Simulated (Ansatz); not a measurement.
Take a 15-atom supercell of KTaO3 in the cubic perovskite structure (space group Pm-3m, No. 221) at its relaxed geometry as the base.

```yaml
crystal:
  lattice:
    - [4.02438, -4.02438, -4.02438]
    - [0.00000, 4.02438, -4.02438]
    - [4.02438, 0.00000, 4.02438]
  atoms:
    - { symbol: K, position: [0.00000, 0.00000, 0.00000] }
    - { symbol: K, position: [0.66667, 0.66667, 0.33333] }
    - { symbol: K, position: [0.33333, 0.33333, 0.66667] }
    - { symbol: Ta, position: [0.83333, 0.33333, 0.66667] }
    - { symbol: Ta, position: [0.50000, 0.00000, 0.00000] }
    - { symbol: Ta, position: [0.16667, 0.66667, 0.33333] }
    - { symbol: O, position: [0.66667, 0.16667, 0.33333] }
    - { symbol: O, position: [0.33333, 0.83333, 0.66667] }
    - { symbol: O, position: [0.00000, 0.50000, 0.00000] }
    - { symbol: O, position: [0.00000, 0.50000, 0.50000] }
    - { symbol: O, position: [0.66667, 0.16667, 0.83333] }
    - { symbol: O, position: [0.33333, 0.83333, 0.16667] }
    - { symbol: O, position: [0.00000, 0.00000, 0.50000] }
    - { symbol: O, position: [0.66667, 0.66667, 0.83333] }
    - { symbol: O, position: [0.33333, 0.33333, 0.16667] }
```

Calculations: PBE (Ansatz, a program for electronic structure; PAW; 420 eV plane waves; spin-orbit coupling left out).

Before the change:

| Property | Value |
|---|---|
| Pressure | 0.0 GPa |

One thing is altered: a neutral Ta on a K site (antisite), atoms relaxed at fixed cell, starting from a slightly rattled geometry.

What does the calculation give for the pressure, largest displacement of a host atom from its site in the perfect cell and shift of the substituted atom off its lattice site after the change?

The pressure goes from zero to 3.4 GPa; the largest displacement of a host atom from its site in the perfect cell comes out as 0.54 Å; the shift of the substituted atom off its lattice site comes out as 1.16 Å.

Other magnetic orders, which the real material may have, were not ruled out. The cell is small, so the values are those of an ordered compound at a high defect concentration; dilute-limit values will differ. The mesh was chosen for an insulator and is coarse for the gapless case. No Hubbard U is applied, and correlation can decide whether such a compound is a metal. The defect cell is spin-polarised and ends with 0.6 μB, a fractional moment that hangs on the mesh and smearing.
